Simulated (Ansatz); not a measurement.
This Ansatz (an electronic-structure program) input is the reference run, CsPbBr3 in the cubic perovskite structure (space group Pm-3m, No. 221), computed with PBE (Ansatz), no spin-orbit coupling:

Ansatz 0.2 input:
```yaml
crystal:
  lattice:
    - [6.0027825193, 0, 0]
    - [0, 6.0027825193, 0]
    - [0, 0, 6.0027825193]
  atoms:
    - { symbol: Cs, position: [0, 0, 0] }
    - { symbol: Pb, position: [0.5, 0.5, 0.5] }
    - { symbol: Br, position: [0.5, 0, 0.5] }
    - { symbol: Br, position: [0, 0.5, 0.5] }
    - { symbol: Br, position: [0.5, 0.5, 0] }
basis: { ecutwfc: 420, ecutrho_ratio: 4, xc_grid: 2, fft_grid_basis: typed }
kpoints: { mp_grid: { grid: [6, 6, 6] } }
hamiltonian:
  xc: pbe
  dispersion: none
  pseudopotentials: { kind: paw }
scf: { occupations: { method: fermi_dirac, width: 0.05 }, convergence: { dr2_threshold: 0.0000000005 } }
output: { forces: true, stress: true }
checkpoint: { write: state.ck, write_every: 1000 }
```

Question: Write the input for this change: every lattice vector is shortened by 1.20 %; the atoms relax in the strained cell.

Answer: 
Ansatz 0.2 input:
```yaml
crystal:
  lattice:
    - [5.9307491291, 0, 0]
    - [0, 5.9307491291, 0]
    - [0, 0, 5.9307491291]
  atoms:
    - { symbol: Cs, position: [0, 0, 0] }
    - { symbol: Pb, position: [0.5, 0.5, 0.5] }
    - { symbol: Br, position: [0.5, 0, 0.5] }
    - { symbol: Br, position: [0, 0.5, 0.5] }
    - { symbol: Br, position: [0.5, 0.5, 0] }
basis: { ecutwfc: 420, ecutrho_ratio: 4, xc_grid: 2, fft_grid_basis: typed }
kpoints: { mp_grid: { grid: [6, 6, 6] } }
hamiltonian:
  xc: pbe
  dispersion: none
  pseudopotentials: { kind: paw }
scf: { occupations: { method: fermi_dirac, width: 0.05 }, convergence: { dr2_threshold: 0.0000000005 } }
relax: { f_tol: 0.005, max_steps: 50 }
output: { forces: true, stress: true }
checkpoint: { write: state.ck, write_every: 1000 }
```
This is the input that was run.

Whether these cells are dynamically stable was not tested. Many cubic perovskites are stable only at high temperature; tilts and polar distortions were not tested. This is not the structure that CsPbBr3 has at room temperature and ambient pressure.
